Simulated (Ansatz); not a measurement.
**A computed series for BaNaIrH6: response to strain**

Base system: BaNaIrH₆ (space group F-43m, No. 216; a = 7.709 Å; a cell from a computed database, its experimental status unchecked). Axes: x, y, z lie along the cube axes.

Strains are applied to the cell and any free atomic positions relax; under biaxial strain the out-of-plane vector relaxes too; under stress the whole cell relaxes.

All numbers come from PBEsol, PAW, 420 eV (Ansatz, an electronic-structure program; no spin-orbit coupling).

Notes on the quantities. pressure: mean of the normal stresses, compression positive; energy relative to the base: free energy F.

```json
[
 {"case": "base", "volume per atom": "12.73 Å³", "pressure": "0.00 GPa", "smallest direct gap": "3.17 eV", "energy relative to the base": "0 meV/atom"},
 {"case": "biaxial strain −2.97 %, plane normal [001], relaxed out of plane", "volume per atom": "(withheld)", "pressure": "(withheld)", "smallest direct gap": "3.16 eV", "energy relative to the base": "(withheld)"},
 {"case": "biaxial strain −2.59 %, plane normal [001], relaxed out of plane", "volume per atom": "12.31 Å³", "pressure": "1.30 GPa", "smallest direct gap": "3.16 eV", "energy relative to the base": "+3.9 meV/atom"},
 {"case": "isotropic strain −1.07 %", "volume per atom": "12.32 Å³", "pressure": "1.27 GPa", "smallest direct gap": "3.17 eV", "energy relative to the base": "+1.6 meV/atom"},
 {"case": "isotropic strain +4.93 %", "volume per atom": "14.70 Å³", "pressure": "-3.92 GPa", "smallest direct gap": "3.09 eV", "energy relative to the base": "+27 meV/atom"},
 {"case": "uniaxial stress, 2 GPa tension along z", "volume per atom": "12.96 Å³", "pressure": "–", "smallest direct gap": "3.15 eV", "energy relative to the base": "+3.0 meV/atom"}
]
```

Some entries are withheld; estimate them.


- biaxial strain −2.97 %, plane normal [001], relaxed out of plane, volume per atom: 12.25 Å³
- biaxial strain −2.97 %, plane normal [001], relaxed out of plane, pressure: 1.50 GPa
- biaxial strain −2.97 %, plane normal [001], relaxed out of plane, energy relative to the base: +5.1 meV/atom

With Ir present, leaving out spin-orbit coupling can change the band edges. Stability under load was not tested beyond the relaxation.
